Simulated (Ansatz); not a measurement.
## Effective masses and thermopower of InSe (R3m)

Given:

```xyz
4
Lattice="1.9805 1.1435 8.0615 -1.9805 1.1435 8.0615 0.0000 -2.2869 8.0615" Properties=species:S:1:pos:R:3 pbc="T T T"
In     0.0000     0.0000     2.7315
In     0.0000     0.0000    -0.0172
Se     0.0000     0.0000    14.8164
Se     0.0000     0.0000    20.1412
```

These are PBEsol+D3BJ with spin-orbit coupling, rigid bands (plane waves, PAW; Ansatz, a program for electronic structure) values and carry that method's errors. Geometry: cell and atoms relaxed with PBEsol+d3bj.

band gap: 0.31 eV
electron conductivity mass (300 K, dilute): 0.116 (x), 0.116 (y), 0.044 (z) mₑ
hole conductivity mass (300 K, dilute): 1.59 (x), 1.59 (y), 0.084 (z) mₑ
effective density of states N_c (300 K): 5.4e17 cm⁻³
effective density of states N_v (300 K): 1.7e19 cm⁻³
density-of-states mass, electrons: 0.077 mₑ
density-of-states mass, holes: 0.76 mₑ
Seebeck coefficient, n-type 1e19 cm⁻³, 300 K: -57 μV/K
best n-type power factor at 300 K for τ = 10 fs (best axis; densities from 1e16 to 1e21 cm⁻³ tried, whether or not they can be reached): 13.4 μW/(cm·K²) at 3e20 cm⁻³
Seebeck coefficient, p-type 1e19 cm⁻³, 300 K: 265 μV/K
best p-type power factor at 300 K for τ = 10 fs (best axis; densities from 1e16 to 1e21 cm⁻³ tried, whether or not they can be reached): 17.8 μW/(cm·K²) at 3e19 cm⁻³

Rigid bands; masses and Seebeck coefficients take one relaxation time τ for all states and one kind of carrier; polarons and phonon drag are left out. Geometry: cell and atoms relaxed with PBEsol+D3(BJ).

Formula and space group known from diffraction (Crystallography Open Database), not checked to be the room-temperature form: InSe (R3m). PBEsol with a dispersion correction tends to overbind, so the cell can be several per cent short, in bad cases over ten, which usually narrows a gap: InSe (R3m).
